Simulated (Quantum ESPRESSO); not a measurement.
Quantum ESPRESSO run on W (Im-3m, 1 atom in the cell): self-consistent single point.

Method: PBE, SSSP 1.1.2 efficiency (PBE) pseudopotentials (plane waves; Quantum ESPRESSO 7.5).

The change in words: lattice scaled by 0.98; ecutwfc: 40 Ry → 14 Ry; ecutrho: 320 Ry → 112 Ry. Reference geometry:
```xyz
1
Lattice="-1.5721 1.5721 1.5721 1.5721 -1.5721 1.5721 1.5721 1.5721 -1.5721" Properties=species:S:1:pos:R:3 pbc="T T T"
W      0.0000     0.0000     0.0000
```

Reference input (self-consistent single point, DFT, PBE, plane waves, SSSP 1.1.2 efficiency (PBE) pseudopotentials): ecutwfc = 40 Ry; ecutrho = 320 Ry; occupations = smearing; smearing = fermi-dirac; degauss = 0.0073499 Ry; potentials = {W: W_pbe_v1.2.uspp.F.UPF}; K_POINTS = automatic 13 13 13 0 0 0; conv_thr = 1e-11 Ry; mixing_beta = 0.7. This run's input differs from it in these lines:

```diff
@@ -12,4 +12,4 @@
    ntyp = 1
-   ecutwfc = 40
-   ecutrho = 320
+   ecutwfc = 14
+   ecutrho = 112
    occupations = 'smearing'
@@ -25,5 +25,5 @@
 CELL_PARAMETERS {angstrom}
-  -1.57210000     1.57210000     1.57210000
-   1.57210000    -1.57210000     1.57210000
-   1.57210000     1.57210000    -1.57210000
+  -1.54065800     1.54065800     1.54065800
+   1.54065800    -1.54065800     1.54065800
+   1.54065800     1.54065800    -1.54065800
 ATOMIC_POSITIONS {crystal}
```

The program printed (abridged):

```
     Self-consistent Calculation

     iteration #  1     ecut=    14.00 Ry     beta= 0.70

     negative rho (up, down):  7.339E-02 0.000E+00

     total energy              =    -157.87088203 Ry
     estimated scf accuracy    <       0.28215876 Ry

     iteration #  2     ecut=    14.00 Ry     beta= 0.70

     negative rho (up, down):  7.562E-02 0.000E+00

     total energy              =    -157.92045093 Ry
     estimated scf accuracy    <       0.00558851 Ry

     iteration #  3     ecut=    14.00 Ry     beta= 0.70

     negative rho (up, down):  7.631E-02 0.000E+00

     total energy              =    -157.92064155 Ry
     estimated scf accuracy    <       0.00030314 Ry

   [... 2 blocks of this kind left out ...]

     iteration #  6     ecut=    14.00 Ry     beta= 0.70

     negative rho (up, down):  7.635E-02 0.000E+00

     total energy              =    -157.92065713 Ry
     estimated scf accuracy    <          3.1E-09 Ry

     iteration #  7     ecut=    14.00 Ry     beta= 0.70

     negative rho (up, down):  7.636E-02 0.000E+00
     End of self-consistent calculation

     the Fermi energy is    25.3761 ev

!    total energy              =    -157.92065713 Ry
     estimated scf accuracy    <          6.9E-13 Ry
     smearing contrib. (-TS)   =      -0.00117561 Ry
     internal energy E=F+TS    =    -157.91948152 Ry

     convergence has been achieved in   7 iterations

     negative rho (up, down):  7.636E-02 0.000E+00

     Forces acting on atoms (cartesian axes, Ry/au):

     atom    1 type  1   force =     0.00000000    0.00000000    0.00000000

     Total force =     0.000000     Total SCF correction =     0.000000

     negative rho (up, down):  7.636E-02 0.000E+00
          total   stress  (Ry/bohr**3)                   (kbar)     P=    -5480.13
  -0.03725317   0.00000000   0.00000000        -5480.13        0.00        0.00
   0.00000000  -0.03725317   0.00000000            0.00    -5480.13        0.00
   0.00000000   0.00000000  -0.03725317            0.00        0.00    -5480.13

   JOB DONE.
```

The run converged in 7 iterations. Against the reference run the free energy rises by 16.5 eV/atom and the pressure goes from 8.69 to -548.0 GPa.

The starting cell has typed, rounded lattice constants, without a prior relaxation at this level. Its lattice was rescaled by up to half a per cent. For this run, on top of that: lattice scaled by 0.98. Spin polarisation is off. At the lowered cutoff the pressure carries the error of an incomplete plane-wave basis.
